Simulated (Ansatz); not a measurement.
The parent structure is TiN in the rock salt structure (space group Fm-3m, No. 225; a = 4.233 Å).

Calculations: r2SCAN (Ansatz, a first-principles code, PAW, no spin-orbit coupling).

Before the change:

- Pressure: 0.0 GPa

Now apply this change: an isotropic linear strain of −0.54 %; the atoms relax in the strained cell.

**Question.** Predict the new energy relative to the base.

**Answer.** The energy increases by 2.3 meV/atom.

**Question.** What does the calculation give for the pressure after the change?

**Answer.** The pressure goes from zero to 5.0 GPa.

Stability against distortions was not tested. The final runs are not spin-polarised. An odd electron count without spin: TiN.
